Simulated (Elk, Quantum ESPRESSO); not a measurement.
A Quantum ESPRESSO input for a self-consistent single point of YbZn (Pm-3m, 2 atoms in the cell) (DFT, PBEsol, plane waves, SSSP 1.1.2 efficiency (PBE) pseudopotentials):

```fortran
&CONTROL
 calculation = 'scf',
 prefix = 'pwscf',
 outdir = './out',
 pseudo_dir = './',
 tprnfor = .true.,
 tstress = .true.,
/
&SYSTEM
 ibrav = 1,
 celldm(1) = 6.6887517585,
 nat = 2,
 ntyp = 2,
 ecutwfc = 50,
 ecutrho = 400,
 occupations = 'smearing',
 smearing = 'fermi-dirac',
 degauss = 0.0073499,
 input_dft = 'pbesol',
/
&ELECTRONS
 conv_thr = 1.0e-11,
 mixing_beta = 0.5,
/
ATOMIC_SPECIES
Yb   173.0540  Yb.GGA-PBE-paw-v1.0.UPF
Zn    65.3800  Zn_pbe_v1.uspp.F.UPF
ATOMIC_POSITIONS {angstrom}
Yb    0.0000000000    0.0000000000    0.0000000000
Zn    1.7697675000    1.7697675000    1.7697675000
K_POINTS {automatic}
12 12 12  0 0 0
```

Q: Translate this input to Elk.

A: This is the input that was run; spellings and numerical settings could be chosen otherwise.

```
tasks
  0

xctype
  22

rgkmax
  8.0

gmaxvr
  16.0

nxlo
  2

lorbcnd
  .true.

lmaxi
  2

swidth
  0.00367493

maxscl
  100

avec
    6.6887517585    0.0000000000    0.0000000000
    0.0000000000    6.6887517585    0.0000000000
    0.0000000000    0.0000000000    6.6887517585

sppath
  'species/'

atoms
  2
  'Yb.in'
  1
  0.0000000000  0.0000000000  0.0000000000    0.0 0.0 0.0
  'Zn.in'
  1
  0.5000000000  0.5000000000  0.5000000000    0.0 0.0 0.0

ngridk
  12 12 12
```

Basis settings and potentials, where a program has them, do not carry over. This input uses DFT, PBEsol, all-electron FP-LAPW, Elk's shipped species files, APW+lo basis with extra local orbitals.

The starting cell comes from a database of computed structures (which also holds hypothetical and non-ambient phases and stackings), without a prior relaxation at this level. For this run, on top of that: lattice scaled by 0.98.
